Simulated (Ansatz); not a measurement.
HfO2 (Pnma, No. 62, 12 atoms in the cell; start mp-741; a measured phase of this formula has another space group) was calculated with LDA (PAW; Ansatz, an electronic-structure program).

Run with plane-wave cutoff 500 eV, 8×12×6 k mesh (along the axes of the cell as run), gaussian smearing 0.02 eV, scalar-relativistic PAW data made under PBE.

Cell (relaxed at this level):

Space group Pnma (No. 62); a = 5.4852 Å, b = 3.2559 Å, c = 6.3971 Å, α = 90.00°, β = 90.00°, γ = 90.00°

```
atom  site  symmetry       x       y       z
----  ----  --------  ------  ------  ------
Hf      4c       .m.  0.2543  0.2500  0.3867
O       4c       .m.  0.0250  0.2500  0.6614
O       4c       .m.  0.1407  0.2500  0.0735
```

Give the computed band gap.


- band gap: 3.24 eV (on the SCF k mesh)

Note: the relaxation could not lower the start's symmetry, so the cell can be a saddle point above a distorted one.

Spin–orbit coupling is not included.

Computed values are for the static lattice.

It cost roughly 16 core-minutes of CPU time.

A start named mp-… is a Materials Project structure, which need not be a measured phase.
